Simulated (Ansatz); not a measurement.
Cells marked so need not be the phases stable at ambient conditions, and some may be hypothetical.

No gap correction and no spin-orbit coupling; mid-gap values are interpolated between computed energies.

A. TiZnO3 (R-3, not sure to be the ambient phase, 10 atoms a cell, 10.7 Å³ an atom, -8 GPa at this level), along the normal of (101)
B. Cs$_{2}$NaBiF$_{6}$ (Fm-3m, not sure to be the ambient phase, 10 atoms a cell, 20.4 Å³ an atom, -2 GPa at this level), along the normal of (111)
C. Sr(MgSb)$_{2}$ (P-3m1, not sure to be the ambient phase, 5 atoms a cell, 30.4 Å³ an atom), along the normal of (001)
D. Cs2NaInF6 (Fm-3m, not sure to be the ambient phase, 10 atoms a cell, 17.5 Å³ an atom), along the normal of (001)

**Question.** Put the candidates in order of mid-gap decay constant of the slowest evanescent state, highest first, for PBEsol (Ansatz, a program for electronic structure).

**Answer.** B (0.54 1/Å), D (0.45 1/Å), A (0.39 1/Å), C (0.09 1/Å)
